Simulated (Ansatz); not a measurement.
Input:

End structure of a constructed model of the (000-1) surface of 4H silicon carbide, C-terminated, (√3x√3)R30° Bi adatom at H3 (bottom of the slab: 3 H on 3 bottom sites):

```
CELL_PARAMETERS angstrom
      4.64113     2.67956     0.00000
     -4.64113     2.67956     0.00000
      0.00000     0.00000    27.50000
ATOMIC_POSITIONS crystal
  Si 0.00000 0.33333 0.34989
  Si 0.33333 0.00000 0.34989
  Si 0.66667 0.66667 0.34989
  C  0.00000 0.00000 0.37295
  C  0.33333 0.66667 0.37295
  C  0.66667 0.33333 0.37295
  Si 0.00000 0.99967 0.44182
  Si 0.33301 0.66667 0.44182
  Si 0.66699 0.33366 0.44182
  C  0.00000 0.66667 0.46542
  C  0.33333 0.33333 0.46439
  C  0.66667 0.00000 0.46439
  Si 0.00000 0.66667 0.53511
  Si 0.33333 0.33333 0.53332
  Si 0.66667 0.00000 0.53332
  C  0.00000 0.00552 0.55702
  C  0.33885 0.66667 0.55702
  C  0.66115 0.32782 0.55702
  Si 0.00000 0.00700 0.62623
  Si 0.34033 0.66667 0.62623
  Si 0.65967 0.32633 0.62623
  C  0.00000 0.34627 0.64833
  C  0.32040 0.98706 0.64833
  C  0.67960 0.66667 0.64833
  H  0.00000 0.33268 0.29534
  H  0.33398 0.00065 0.29534
  H  0.66602 0.66667 0.29534
  Bi 0.00000 0.66667 0.71085
```

Slab: 28 atoms, 11.2 Å thick at the start with caps and adatoms (thin: gaps and levels are the slab's own); k 6x6x1, smearing 0.025 eV, dipole-corrected; single point; on the structure that PBE left under its start's symmetry; no spin, no spin-orbit, no U. In PBE it lies 0.06 eV a 1x1 cell over the lowest computed structure of the same composition ((√3x√3)R30° Bi adatom at T4).

Problem. What is the computed highest filled level below the top vacuum level (r2SCAN, at the PBE geometry in Ansatz, a first-principles code)?

Solution. 3.79 eV

Problem. Predict the gap of the slab on its k-mesh from r2SCAN, at the PBE geometry.

Solution. 1.93 eV
